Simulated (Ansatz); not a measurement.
# A short convergence ladder for LaNiGe3 (I4mm, 5 atoms in the cell)

```xyz
5
Lattice="-2.1944 2.1944 4.8265 2.1944 -2.1944 4.8265 2.1944 2.1944 -4.8265" Properties=species:S:1:pos:R:3 pbc="T T T"
La     0.0000     0.0000     5.5206
Ni     0.0000     0.0000     2.2597
Ge     0.0000     2.1944     3.1848
Ge     2.1944     0.0000     3.1848
Ge     0.0000     0.0000     9.5658
```

Base method: LDA (PW92), default PAW files made with PBE (plane waves; Ansatz, a program for electronic structure).

Base settings: basis.ecutwfc = 420 eV; kpoints.mp_grid.grid = 8 8 8; hamiltonian.xc = lda; hamiltonian.pseudopotentials = {kind: paw} (the program's default PAW files); scf.occupations.method = gaussian; scf.occupations.width = 0.1 eV.

Core times come from one kind of shared machine, to one figure; runs under 30 s give none.

**Zone-centre phonons against the cutoff**

In this ladder: phonons.method = dfpt.

The mesh stays at the base's, so the ladder's end is converged at best in this setting alone.

Frequencies are those of the unrelaxed cell, without the LO-TO term of polar crystals.

Only quantities that move along the ladder and can be compared are tabulated.

```tsv
basis.ecutwfc	highest zone-centre frequency (cm⁻¹)	lowest optical frequency (cm⁻¹)	core time / last (rough)
210 eV	303.8	88.8	0.6
295 eV	234.6	100.8	0.6
355 eV	239.7	99.6	0.7
420 eV	239.7	99.5	1
```

Coarsest basis.ecutwfc that holds the highest zone-centre frequency within 2 cm⁻¹ of the last step, with all finer ones: 355 eV; the step before is off by 5.1 cm⁻¹.

Coarsest basis.ecutwfc that holds the lowest optical frequency within 5 cm⁻¹ of the last step, with all finer ones: 295 eV; the step before is off by 11 cm⁻¹.

On the base run: the starting cell comes from a database of computed structures (which also holds hypothetical and non-ambient phases and stackings), without a prior relaxation at this level. Its lattice was rescaled by up to half a per cent. Spin polarisation is off. In the base run, with a pressure of about -4 GPa the cell is away from its equilibrium volume at this level.

Keys are those of Ansatz 0.2.
